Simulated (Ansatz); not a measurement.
## Ge well of 13 atomic layers along [001] in random Si0.2Ge0.8, interfaces graded over 8 layers

Prepared with Tersoff's 1989 multicomponent potential (SiCGe.tersoff) (LAMMPS): minimisation. Geometry as solved with PBE, support functions at accuracy medium on the grid of 370 eV (Ansatz, a quantum-chemistry and plane-wave program).

```xyz
720
Lattice="17.11 0.00 0.00 0.00 17.11 0.00 0.00 0.00 57.39" Properties=species:S:1:pos:R:3 pbc="T T T"
Si    -0.03     0.00    -0.04
Ge     1.40     1.39     1.39
Ge     2.85     2.87     0.03
Si     4.26     4.28     1.43
Ge     2.86    -0.03     2.81
Ge     4.28     1.41     4.27
Ge     0.00     2.85     2.83
Ge     1.43     4.28     4.26
Ge    -0.01    -0.01     5.70
Ge     1.42     1.41     7.14
Ge     2.85     2.85     5.71
Ge     4.30     4.28     7.14
Ge     2.85    -0.02     8.59
Ge     4.25     1.44    10.03
Ge     0.00     2.84     8.59
Ge     1.43     4.26    10.05
Ge    -0.02    -0.05    11.47
Ge     1.42     1.46    12.85
Si     2.84     2.85    11.44
Ge     4.26     4.21    12.88
Ge     2.86     0.02    14.30
Si     4.29     1.44    15.70
Ge    -0.03     2.90    14.27
Ge     1.39     4.30    15.76
Ge    -0.01     0.00    17.15
Ge     1.44     1.42    18.59
Ge     2.87     2.83    17.13
Ge     4.27     4.27    18.60
Ge     2.84     0.00    20.07
Ge     4.28     1.43    21.50
Ge     0.01     2.85    20.05
Ge     1.43     4.28    21.50
Si     0.00     0.00    22.95
Ge     1.40     1.40    24.37
Ge     2.84     2.84    22.95
Ge     4.27     4.27    24.40
Ge     2.84     0.00    25.84
Ge     4.27     1.42    27.29
Ge     0.00     2.84    25.84
Ge     1.42     4.27    27.29
Ge     0.00     0.00    28.75
Ge     1.42     1.42    30.19
Ge     2.85     2.85    28.74
Ge     4.27     4.28    30.19
Ge     2.84    -0.01    31.64
Ge     4.26     1.43    33.10
Ge     0.00     2.85    31.65
Ge     1.41     4.28    33.09
Ge     0.02     0.02    34.59
Si     1.42     1.43    35.99
Ge     2.81     2.83    34.56
Ge     4.26     4.27    35.98
Ge     2.83     0.02    37.40
Ge     4.24     1.44    38.90
Ge     0.00     2.81    37.42
Ge     1.41     4.26    38.89
Ge    -0.03     0.04    40.26
Ge     1.43     1.47    41.71
Si     2.83     2.86    40.29
Ge     4.25     4.24    41.70
Ge     2.85    -0.01    43.13
Ge     4.27     1.42    44.57
Si     0.04     2.88    43.15
Si     1.39     4.24    44.57
Ge     0.03     0.04    46.01
Si     1.41     1.46    47.43
Ge     2.81     2.85    45.99
Ge     4.31     4.25    47.41
Ge     2.83     0.04    48.81
Ge     4.27     1.49    50.25
Ge     0.00     2.86    48.86
Si     1.45     4.24    50.28
Ge    -0.02     0.02    51.66
Ge     1.44     1.45    53.08
Si     2.83     2.87    51.65
Ge     4.23     4.27    53.07
Ge     2.83    -0.01    54.53
Ge     4.26     1.43    55.97
Ge    -0.01     2.82    54.58
Ge     1.41     4.29    55.98
Ge    -0.05     5.75    -0.03
Ge     1.39     7.16     1.43
Ge     2.80     8.59    -0.03
Ge     4.27     9.98     1.42
Ge     2.87     5.70     2.82
Ge     4.30     7.13     4.29
Si    -0.01     8.55     2.85
Ge     1.39     9.96     4.26
Ge    -0.02     5.71     5.69
Ge     1.41     7.12     7.15
Ge     2.84     8.56     5.72
Ge     4.29     9.99     7.15
Ge     2.85     5.69     8.58
Ge     4.28     7.12    10.00
Ge    -0.02     8.54     8.60
Ge     1.41    10.00    10.01
Ge    -0.07     5.70    11.44
Ge     1.40     7.13    12.86
Ge     2.84     8.56    11.43
Ge     4.27    10.00    12.84
Ge     2.83     5.69    14.30
Ge     4.27     7.13    15.72
Ge    -0.03     8.56    14.30
Ge     1.42     9.99    15.73
Si    -0.01     5.70    17.17
Ge     1.39     7.10    18.58
Ge     2.84     8.55    17.16
Ge     4.27     9.97    18.61
Ge     2.84     5.70    20.04
Ge     4.27     7.13    21.49
Ge    -0.01     8.55    20.04
Ge     1.42     9.98    21.49
Ge     0.00     5.70    22.95
Ge     1.42     7.13    24.40
Ge     2.85     8.55    22.94
Ge     4.28     9.98    24.39
Ge     2.85     5.70    25.85
Ge     4.27     7.13    27.30
Ge     0.00     8.55    25.85
Ge     1.42     9.98    27.31
Ge     0.00     5.70    28.75
Ge     1.41     7.13    30.21
Ge     2.85     8.55    28.76
Ge     4.28     9.98    30.21
Ge     2.85     5.70    31.64
Ge     4.27     7.13    33.09
Ge    -0.04     8.54    31.67
Ge     1.40     9.97    33.11
Ge    -0.03     5.73    34.50
Ge     1.40     7.13    35.97
Ge     2.85     8.55    34.54
Ge     4.26     9.99    35.98
Ge     2.83     5.70    37.42
Ge     4.28     7.14    38.83
Ge    -0.03     8.57    37.40
Ge     1.39     9.98    38.86
Si     0.01     5.69    40.28
Ge     1.40     7.10    41.69
Ge     2.84     8.55    40.28
Ge     4.28     9.98    41.71
Ge     2.81     5.66    43.18
Ge     4.29     7.08    44.60
Ge    -0.02     8.58    43.11
Ge     1.45     9.98    44.56
Ge    -0.01     5.65    46.00
Ge     1.43     7.10    47.44
Ge     2.88     8.56    46.03
Si     4.29     9.97    47.44
Ge     2.86     5.66    48.87
Ge     4.28     7.17    50.24
Ge     0.01     8.57    48.88
Si     1.42     9.99    50.28
Ge     0.04     5.67    51.68
Ge     1.38     7.17    53.14
Ge     2.81     8.58    51.67
Ge     4.24    10.01    53.12
Ge     2.83     5.71    54.53
Ge     4.26     7.13    55.98
Si    -0.03     8.58    54.57
Si     1.37     9.97    55.93
Ge    -0.01    11.41    -0.05
Ge     1.46    12.85     1.38
Si     2.86    14.30     0.00
Si     4.24    15.66     1.39
Ge     2.84    11.40     2.85
Ge     4.28    12.83     4.29
Ge    -0.01    14.25     2.82
Ge     1.43    15.67     4.27
Ge    -0.01    11.40     5.72
Ge     1.42    12.82     7.17
Ge     2.85    14.25     5.74
Ge     4.30    15.65     7.19
Ge     2.89    11.44     8.61
Si     4.28    12.89    10.01
Ge    -0.03    14.22     8.62
Ge     1.44    15.64    10.04
Ge    -0.04    11.44    11.43
Ge     1.42    12.90    12.84
Si     2.88    14.24    11.41
Ge     4.25    15.66    12.83
Ge     2.83    11.43    14.28
Ge     4.28    12.83    15.73
Si    -0.02    14.29    14.25
Ge     1.39    15.67    15.69
Ge    -0.02    11.43    17.14
Ge     1.41    12.84    18.60
Ge     2.84    14.26    17.15
Ge     4.26    15.69    18.60
Ge     2.84    11.41    20.04
Ge     4.27    12.84    21.49
Ge    -0.01    14.27    20.06
Ge     1.39    15.71    21.53
Ge     0.00    11.40    22.95
Ge     1.43    12.83    24.40
Ge     2.84    14.26    22.95
Ge     4.28    15.68    24.40
Ge     2.85    11.40    25.85
Ge     4.28    12.83    27.30
Ge     0.00    14.26    25.84
Ge     1.43    15.68    27.30
Ge    -0.01    11.41    28.76
Ge     1.43    12.83    30.21
Ge     2.85    14.25    28.75
Ge     4.27    15.68    30.20
Ge     2.84    11.40    31.66
Ge     4.28    12.82    33.11
Ge    -0.01    14.25    31.66
Ge     1.42    15.68    33.11
Ge    -0.04    11.38    34.57
Ge     1.38    12.85    36.01
Ge     2.84    14.25    34.55
Ge     4.27    15.69    35.98
Ge     2.83    11.41    37.43
Ge     4.28    12.83    38.86
Si     0.00    14.26    37.43
Ge     1.39    15.68    38.83
Ge    -0.04    11.40    40.32
Ge     1.42    12.84    41.72
Ge     2.85    14.27    40.28
Ge     4.31    15.64    41.75
Ge     2.89    11.44    43.16
Si     4.32    12.85    44.54
Ge    -0.03    14.26    43.13
Ge     1.42    15.68    44.57
Ge    -0.01    11.40    45.97
Ge     1.46    12.81    47.39
Ge     2.90    14.24    45.94
Ge     4.28    15.69    47.41
Ge     2.87    11.36    48.86
Si     4.24    12.81    50.27
Ge     0.02    14.24    48.82
Ge     1.43    15.69    50.26
Ge     0.02    11.37    51.73
Si     1.38    12.83    53.14
Ge     2.82    14.20    51.71
Ge     4.28    15.64    53.12
Ge     2.77    11.42    54.55
Ge     4.24    12.88    55.96
Si     0.00    14.20    54.55
Ge     1.38    15.65    55.97
Ge     5.67    -0.04     0.02
Ge     7.12     1.42     1.44
Ge     8.56     2.86     0.01
Ge     9.98     4.30     1.47
Ge     8.59     0.04     2.90
Si    10.03     1.41     4.31
Ge     5.68     2.89     2.84
Ge     7.17     4.29     4.27
Ge     5.71    -0.02     5.73
Ge     7.16     1.40     7.16
Ge     8.59     2.82     5.69
Ge     9.98     4.28     7.14
Si     8.56    -0.02     8.56
Ge     9.95     1.38    10.00
Ge     5.71     2.84     8.58
Ge     7.13     4.29    10.00
Ge     5.71    -0.01    11.42
Ge     7.10     1.42    12.90
Ge     8.54     2.84    11.44
Ge    10.00     4.26    12.86
Ge     8.57    -0.02    14.30
Ge    10.00     1.42    15.72
Si     5.67     2.81    14.32
Ge     7.09     4.24    15.70
Ge     5.67     0.03    17.14
Ge     7.12     1.42    18.60
Ge     8.55     2.85    17.15
Ge     9.98     4.28    18.59
Ge     8.55     0.00    20.05
Ge     9.98     1.43    21.50
Ge     5.70     2.85    20.05
Ge     7.13     4.28    21.50
Ge     5.70     0.00    22.95
Ge     7.13     1.42    24.40
Ge     8.55     2.85    22.95
Ge     9.98     4.28    24.39
Ge     8.56     0.00    25.85
Ge     9.98     1.43    27.30
Ge     5.70     2.85    25.85
Ge     7.13     4.28    27.30
Ge     5.70     0.00    28.74
Ge     7.12     1.42    30.20
Ge     8.55     2.86    28.75
Ge     9.98     4.29    30.21
Ge     8.56    -0.01    31.64
Ge     9.98     1.43    33.10
Ge     5.69     2.85    31.65
Ge     7.13     4.28    33.09
Ge     5.70     0.00    34.52
Ge     7.12     1.42    35.98
Ge     8.55     2.85    34.54
Ge     9.99     4.28    35.98
Ge     8.56    -0.01    37.41
Ge     9.98     1.41    38.86
Ge     5.68     2.84    37.43
Ge     7.12     4.26    38.86
Ge     5.73     0.02    40.34
Si     7.16     1.40    41.75
Ge     8.53     2.81    40.32
Ge     9.97     4.26    41.73
Si     8.54    -0.01    43.11
Ge     9.95     1.35    44.58
Ge     5.72     2.82    43.13
Ge     7.10     4.30    44.59
Ge     5.74     0.02    46.00
Si     7.11     1.43    47.43
Ge     8.51     2.82    46.01
Ge     9.96     4.29    47.40
Ge     8.56     0.00    48.79
Ge     9.99     1.43    50.25
Si     5.72     2.82    48.80
Ge     7.10     4.25    50.21
Ge     5.68     0.02    51.68
Ge     7.13     1.43    53.12
Ge     8.55     2.86    51.67
Ge    10.00     4.30    53.09
Ge     8.55     0.00    54.56
Ge    10.01     1.43    55.98
Ge     5.68     2.87    54.53
Ge     7.12     4.29    55.97
Ge     5.67     5.69     0.04
Ge     7.16     7.10     1.46
Ge     8.59     8.52    -0.02
Ge    10.00     9.97     1.43
Si     8.57     5.71     2.87
Ge     9.98     7.12     4.27
Ge     5.74     8.58     2.88
Si     7.14     9.98     4.30
Ge     5.76     5.73     5.73
Si     7.15     7.15     7.13
Ge     8.55     8.58     5.73
Si    10.00    10.01     7.10
Ge     8.54     5.73     8.54
Ge     9.98     7.15     9.98
Ge     5.74     8.53     8.55
Ge     7.15    10.00     9.98
Ge     5.69     5.68    11.45
Ge     7.14     7.13    12.87
Ge     8.57     8.58    11.44
Ge    10.04    10.02    12.83
Ge     8.56     5.69    14.30
Ge     9.99     7.15    15.73
Ge     5.70     8.57    14.29
Ge     7.14     9.99    15.73
Ge     5.70     5.69    17.16
Ge     7.13     7.12    18.60
Ge     8.56     8.56    17.18
Ge     9.97    10.01    18.62
Ge     8.56     5.70    20.05
Ge     9.98     7.13    21.50
Ge     5.71     8.56    20.05
Ge     7.16    10.01    21.47
Ge     5.70     5.70    22.94
Ge     7.12     7.13    24.39
Ge     8.55     8.56    22.94
Ge     9.98     9.98    24.40
Ge     8.56     5.71    25.84
Ge     9.98     7.13    27.30
Ge     5.70     8.56    25.85
Ge     7.13     9.98    27.30
Ge     5.70     5.71    28.75
Ge     7.13     7.13    30.20
Ge     8.56     8.55    28.75
Ge     9.98     9.98    30.20
Ge     8.56     5.72    31.66
Ge     9.96     7.17    33.13
Ge     5.71     8.55    31.66
Ge     7.15     9.95    33.12
Ge     5.70     5.71    34.54
Ge     7.15     7.15    35.95
Si     8.56     8.56    34.55
Ge     9.94     9.98    35.97
Ge     8.55     5.70    37.41
Ge     9.99     7.12    38.84
Ge     5.72     8.58    37.41
Ge     7.17    10.03    38.83
Ge     5.69     5.70    40.28
Ge     7.13     7.13    41.70
Ge     8.57     8.57    40.27
Ge    10.02    10.00    41.71
Ge     8.56     5.71    43.15
Ge    10.01     7.18    44.54
Ge     5.70     8.53    43.15
Ge     7.12    10.00    44.56
Si     5.70     5.69    46.01
Ge     7.08     7.14    47.41
Ge     8.55     8.57    45.99
Ge    10.02     9.99    47.39
Ge     8.56     5.73    48.85
Si     9.98     7.13    50.25
Si     5.67     8.58    48.79
Ge     7.09     9.96    50.21
Ge     5.69     5.70    51.66
Ge     7.13     7.12    53.10
Ge     8.56     8.53    51.64
Ge     9.97     9.97    53.09
Ge     8.59     5.73    54.57
Si    10.01     7.13    55.97
Ge     5.68     8.56    54.53
Ge     7.13     9.97    55.97
Ge     5.69    11.42    -0.01
Ge     7.13    12.82     1.44
Ge     8.55    14.25     0.00
Ge     9.98    15.69     1.44
Ge     8.54    11.37     2.89
Ge    10.01    12.78     4.32
Ge     5.66    14.28     2.82
Ge     7.13    15.68     4.27
Ge     5.75    11.39     5.71
Ge     7.13    12.85     7.20
Ge     8.56    14.25     5.73
Ge     9.98    15.72     7.15
Ge     8.64    11.41     8.57
Si    10.03    12.80    10.03
Si     5.69    14.23     8.61
Ge     7.14    15.67     9.95
Ge     5.68    11.45    11.38
Ge     7.14    12.83    12.84
Ge     8.60    14.23    11.39
Ge    10.03    15.64    12.88
Ge     8.58    11.41    14.28
Ge    10.02    12.85    15.70
Ge     5.70    14.26    14.28
Ge     7.12    15.68    15.74
Ge     5.71    11.40    17.18
Ge     7.16    12.80    18.63
Ge     8.57    14.25    17.17
Ge     9.99    15.68    18.61
Si     8.56    11.41    20.05
Ge     9.96    12.80    21.47
Ge     5.71    14.26    20.04
Ge     7.13    15.68    21.50
Ge     5.71    11.41    22.93
Ge     7.13    12.83    24.40
Ge     8.55    14.25    22.94
Ge     9.98    15.68    24.39
Ge     8.56    11.40    25.85
Ge     9.98    12.83    27.30
Ge     5.70    14.25    25.85
Ge     7.13    15.68    27.30
Ge     5.70    11.40    28.75
Ge     7.13    12.82    30.20
Ge     8.55    14.25    28.76
Ge     9.99    15.68    30.19
Ge     8.55    11.39    31.65
Ge     9.99    12.83    33.08
Ge     5.70    14.25    31.65
Ge     7.13    15.67    33.09
Ge     5.72    11.40    34.55
Ge     7.16    12.81    36.01
Ge     8.56    14.24    34.54
Ge     9.99    15.67    35.98
Si     8.58    11.41    37.41
Ge     9.98    12.78    38.87
Ge     5.71    14.26    37.42
Ge     7.13    15.69    38.87
Ge     5.74    11.44    40.31
Si     7.10    12.86    41.75
Ge     8.53    14.22    40.32
Ge     9.98    15.66    41.75
Ge     8.54    11.45    43.12
Ge    10.02    12.84    44.57
Si     5.72    14.21    43.16
Ge     7.14    15.68    44.52
Ge     5.65    11.41    45.99
Ge     7.11    12.85    47.41
Ge     8.59    14.30    46.00
Si    10.01    15.70    47.41
Ge     8.56    11.41    48.82
Ge     9.99    12.87    50.24
Ge     5.65    14.23    48.88
Ge     7.12    15.69    50.25
Ge     5.67    11.42    51.66
Ge     7.09    12.85    53.12
Ge     8.55    14.27    51.70
Ge     9.99    15.68    53.13
Ge     8.54    11.40    54.53
Ge     9.99    12.83    55.96
Si     5.68    14.25    54.54
Ge     7.09    15.64    55.95
Ge    11.45     0.01     0.04
Si    12.83     1.44     1.44
Ge    14.26     2.80     0.00
Ge    15.66     4.29     1.41
Ge    14.22     0.01     2.82
Ge    15.66     1.43     4.27
Ge    11.44     2.83     2.89
Si    12.83     4.28     4.28
Si    11.37     0.02     5.70
Ge    12.79     1.41     7.11
Ge    14.22     2.87     5.70
Ge    15.67     4.28     7.15
Ge    14.24     0.00     8.57
Ge    15.67     1.41    10.03
Ge    11.39     2.84     8.59
Ge    12.84     4.27    10.01
Ge    11.44     0.01    11.45
Si    12.85     1.41    12.85
Ge    14.26     2.85    11.49
Si    15.64     4.30    12.89
Ge    14.25    -0.03    14.24
Ge    15.67     1.42    15.70
Ge    11.45     2.82    14.27
Ge    12.87     4.29    15.69
Ge    11.42    -0.02    17.15
Ge    12.85     1.42    18.60
Ge    14.27     2.86    17.15
Ge    15.71     4.29    18.59
Ge    14.26    -0.01    20.06
Ge    15.71     1.40    21.52
Ge    11.40     2.85    20.04
Ge    12.84     4.27    21.48
Ge    11.40     0.00    22.94
Ge    12.83     1.43    24.39
Ge    14.27     2.85    22.94
Ge    15.68     4.28    24.40
Ge    14.26     0.00    25.84
Ge    15.68     1.43    27.30
Ge    11.41     2.85    25.85
Ge    12.83     4.28    27.30
Ge    11.42     0.00    28.75
Ge    12.84     1.43    30.20
Ge    14.26     2.86    28.76
Ge    15.68     4.29    30.21
Ge    14.27     0.00    31.65
Ge    15.69     1.42    33.11
Ge    11.41     2.86    31.65
Ge    12.84     4.29    33.10
Ge    11.41     0.00    34.54
Ge    12.84     1.41    36.00
Ge    14.25     2.85    34.55
Ge    15.69     4.28    35.98
Ge    14.26    -0.02    37.47
Si    15.68     1.42    38.83
Ge    11.41     2.85    37.43
Ge    12.85     4.28    38.86
Ge    11.42    -0.05    40.27
Ge    12.84     1.42    41.69
Ge    14.31     2.83    40.26
Ge    15.74     4.28    41.70
Ge    14.25     0.02    43.16
Ge    15.73     1.47    44.55
Ge    11.40     2.81    43.16
Ge    12.85     4.26    44.56
Si    11.37    -0.04    46.00
Ge    12.81     1.40    47.37
Ge    14.30     2.87    46.02
Si    15.68     4.29    47.46
Ge    14.27     0.02    48.85
Si    15.69     1.43    50.25
Ge    11.42     2.87    48.81
Ge    12.88     4.31    50.22
Ge    11.41    -0.01    51.68
Ge    12.87     1.41    53.11
Ge    14.29     2.83    51.65
Ge    15.69     4.27    53.12
Ge    14.31     0.00    54.58
Si    15.71     1.39    56.00
Ge    11.43     2.86    54.52
Ge    12.85     4.29    55.98
Ge    11.41     5.74     0.02
Si    12.84     7.13     1.43
Ge    14.27     8.50     0.01
Ge    15.70     9.96     1.44
Ge    14.20     5.70     2.85
Ge    15.67     7.16     4.24
Ge    11.46     8.55     2.86
Si    12.79    10.00     4.30
Ge    11.43     5.68     5.69
Ge    12.83     7.15     7.14
Ge    14.23     8.60     5.69
Ge    15.66     9.99     7.17
Ge    14.27     5.74     8.60
Si    15.68     7.14    10.02
Ge    11.38     8.61     8.54
Ge    12.80    10.02    10.03
Ge    11.41     5.72    11.43
Ge    12.88     7.10    12.89
Ge    14.26     8.54    11.42
Ge    15.63    10.02    12.89
Si    14.29     5.68    14.28
Ge    15.68     7.07    15.73
Ge    11.46     8.59    14.30
Si    12.86    10.01    15.70
Ge    11.42     5.70    17.15
Ge    12.83     7.15    18.59
Ge    14.24     8.57    17.12
Ge    15.67     9.98    18.59
Ge    14.26     5.72    20.03
Ge    15.68     7.13    21.50
Ge    11.40     8.56    20.05
Ge    12.83     9.98    21.50
Ge    11.42     5.70    22.94
Ge    12.83     7.13    24.40
Ge    14.26     8.55    22.95
Ge    15.68     9.98    24.40
Ge    14.26     5.71    25.85
Ge    15.68     7.13    27.31
Ge    11.41     8.55    25.85
Ge    12.83     9.98    27.30
Ge    11.41     5.70    28.75
Ge    12.83     7.13    30.21
Ge    14.25     8.56    28.76
Ge    15.65    10.00    30.23
Ge    14.28     5.74    31.68
Si    15.68     7.14    33.10
Ge    11.41     8.57    31.66
Ge    12.87    10.00    33.07
Ge    11.41     5.72    34.55
Ge    12.86     7.16    35.97
Ge    14.31     8.57    34.52
Si    15.67     9.96    35.98
Ge    14.27     5.72    37.43
Ge    15.70     7.12    38.89
Ge    11.41     8.58    37.42
Ge    12.83    10.02    38.88
Ge    11.41     5.70    40.30
Ge    12.81     7.17    41.75
Ge    14.27     8.59    40.32
Si    15.64    10.02    41.74
Ge    14.26     5.70    43.12
Ge    15.69     7.12    44.56
Si    11.41     8.59    43.14
Ge    12.82    10.01    44.54
Ge    11.41     5.71    45.97
Ge    12.86     7.09    47.44
Ge    14.25     8.56    45.99
Ge    15.68     9.98    47.42
Si    14.31     5.69    48.81
Ge    15.68     7.09    50.27
Ge    11.41     8.52    48.86
Ge    12.85     9.95    50.29
Ge    11.44     5.76    51.66
Si    12.83     7.14    53.12
Ge    14.28     8.54    51.76
Si    15.73     9.95    53.16
Ge    14.27     5.76    54.53
Si    15.70     7.17    55.93
Ge    11.41     8.52    54.53
Ge    12.86     9.96    55.97
Ge    11.43    11.41     0.00
Ge    12.89    12.85     1.40
Si    14.32    14.22    -0.04
Ge    15.67    15.69     1.36
Ge    14.23    11.37     2.88
Ge    15.67    12.83     4.28
Ge    11.41    14.24     2.86
Ge    12.79    15.72     4.30
Si    11.41    11.34     5.71
Ge    12.79    12.79     7.12
Ge    14.23    14.26     5.71
Ge    15.67    15.67     7.16
Ge    14.26    11.44     8.61
Si    15.66    12.84    10.03
Ge    11.38    14.23     8.59
Ge    12.85    15.65    10.03
Si    11.43    11.47    11.45
Si    12.81    12.81    12.89
Ge    14.28    14.21    11.49
Si    15.69    15.65    12.88
Si    14.19    11.42    14.28
Ge    15.67    12.83    15.64
Si    11.44    14.21    14.26
Ge    12.81    15.65    15.68
Ge    11.43    11.38    17.14
Ge    12.84    12.83    18.59
Ge    14.26    14.25    17.13
Ge    15.68    15.68    18.59
Ge    14.26    11.40    20.05
Ge    15.68    12.83    21.50
Ge    11.40    14.24    20.04
Ge    12.83    15.67    21.50
Ge    11.40    11.41    22.94
Ge    12.83    12.84    24.40
Ge    14.26    14.26    22.95
Ge    15.71    15.71    24.37
Ge    14.25    11.41    25.85
Ge    15.68    12.83    27.29
Ge    11.40    14.26    25.85
Ge    12.84    15.68    27.30
Ge    11.41    11.40    28.75
Ge    12.86    12.80    30.22
Ge    14.26    14.25    28.75
Ge    15.68    15.68    30.20
Si    14.25    11.41    31.65
Ge    15.65    12.79    33.08
Ge    11.42    14.25    31.64
Ge    12.84    15.68    33.10
Ge    11.41    11.40    34.53
Ge    12.83    12.83    35.98
Ge    14.27    14.25    34.54
Ge    15.71    15.66    36.02
Ge    14.28    11.38    37.39
Ge    15.70    12.85    38.83
Ge    11.42    14.26    37.45
Si    12.83    15.67    38.85
Si    11.41    11.41    40.29
Ge    12.80    12.82    41.72
Ge    14.22    14.27    40.25
Ge    15.66    15.70    41.69
Si    14.24    11.39    43.11
Ge    15.63    12.80    44.52
Si    11.41    14.25    43.15
Ge    12.78    15.69    44.57
Si    11.41    11.41    45.97
Ge    12.76    12.84    47.42
Ge    14.23    14.25    45.98
Ge    15.69    15.68    47.41
Ge    14.23    11.41    48.84
Ge    15.70    12.81    50.27
Si    11.37    14.29    48.80
Ge    12.82    15.65    50.23
Ge    11.41    11.42    51.68
Ge    12.86    12.81    53.13
Ge    14.27    14.25    51.69
Ge    15.72    15.66    53.14
Ge    14.33    11.39    54.55
Si    15.70    12.86    55.94
Ge    11.44    14.26    54.56
Ge    12.89    15.66    56.01
```
